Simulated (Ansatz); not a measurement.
## Cu2ZnSnS4: transverse stress against strain

Cu2ZnSnS4 (I-4, 19.410 Å³/atom and stress up to 0.01 GPa in the relaxed cell, c along z) under a strain ε along a (axis x), the other axes held. PBEsol in Ansatz, a plane-wave DFT program (PAW, default set), 420 eV, 9×9×9 Γ-centred mesh, Fermi-Dirac smearing 0.05 eV; ions are relaxed, or left where forces stay under 0.02 eV/Å, within the symmetry of each cell. Stress is positive for a compressed cell.

Here s stands for strain and y for stress zz.

```
strain (%)  stress zz (GPa)
----------  ---------------
-1.50                  1.06
-0.75                  0.51
0.00                  -0.01
0.75                  -0.50
1.50                  -0.97
3.00                      ?
```

Q: Fit y against s with a straight line, and predict the withheld value at s = 3.00.

A: Means: s 0, y 0.018. About the means, the sum of products is -3.8025 and the sum of squares of s is 5.6250; the slope is their ratio. Least squares gives y = 0.018 - 0.6760·s. Residuals (row less fit): 0.028, -0.015, -0.028, -0.011, 0.026; standard error 0.029 (degrees of freedom: 3). The slope gives the elastic constant C13 = 68 ± 1 GPa (± standard error of the fit, which holds the terms cut off). At the withheld row, y = 0.018 - 0.6760 × 3.00 = -2.010 GPa. The calculation gives -1.83 GPa, 0.180 GPa above the prediction (6.2 % of the range of y in the table). The row lies outside the fitted rows, so this is an extrapolation. From the scatter of the fitted rows alone, a prediction at this place has a standard error of 0.049 GPa, so the miss is 3.7 times that.

A polynomial of degree 2 through the 7 other runs of the series gives -1.82 there, so most of the miss is curvature that the fit leaves out. This level leaves no gap over 0.05 eV at strain 3.00 %. The start is a measured cell from the literature; how it stands against other phases or cation orders wasn't checked. Rows are the converged runs of the series near zero and its far end; series whose fitted rows scatter by over a few per cent of the range, as at a crossing or softening among them, aren't shown in this form, nor equations of state whose B0' disagrees with the runs' pressures. Most that stay on the fit to the last digits aren't either.
